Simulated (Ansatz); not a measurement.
Consider Sn in the diamond structure (space group Fd-3m, No. 227; a = 6.540 Å; relaxed with 0.1 eV smearing). Axes: x, y, z lie along the cube axes.

Method: PBEsol in Ansatz (plane waves to 420 eV, PAW, spin-orbit coupling left out).

For the base:

The volume per atom is 34.97 Å³. The pressure is 0.0 GPa.

Now apply this change: biaxial strain −2.50 %, plane normal [111], relaxed out of plane (Cartesian); in-plane vectors clamped, the third vector and the atoms free.

Question: What happens to the volume per atom?

Answer: The volume per atom falls by 1.21 Å³, from 34.97 Å³ to 33.76 Å³.

Question: Predict the new pressure.

Answer: The pressure (mean of the normal stresses, compression positive) goes from zero to 1.6 GPa.

Question: Predict the new energy relative to the base.

Answer: The energy grows by 13 meV/atom.

Whether these cells are dynamically stable was not tested.

Ansatz is an electronic-structure program.
